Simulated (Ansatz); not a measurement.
**hypothetical simple cubic Ag with two functionals**

Consider Ag in the simple cubic structure (space group Pm-3m, No. 221; a = 2.750 Å; a hypothetical phase, not in the database extracts checked).

(Cell as relaxed with PBE.)

Levels (all Ansatz, a program for electronic structure, PAW): PBE (420 eV, no SOC); PBEsol (420 eV, without spin-orbit coupling).

Each level relaxes its own structure.

```csv
quantity,PBE,PBEsol
volume per atom,20.80 Å³,?
lattice parameter a,2.750 Å,?
band gap,zero,?
```

Predict the PBEsol column.


- volume per atom, PBEsol: 19.35 Å³
- lattice parameter a, PBEsol: 2.685 Å
- band gap, PBEsol: zero

PBE's volume per atom lies 1.457 Å³ above PBEsol's (7.5 %); PBE's lattice parameter a lies 0.0658 Å above PBEsol's (2.4 %); the two agree on the band gap. Neither level is exact; PBEsol is the comparison here, not a measurement.

Stability against distortions was not tested.
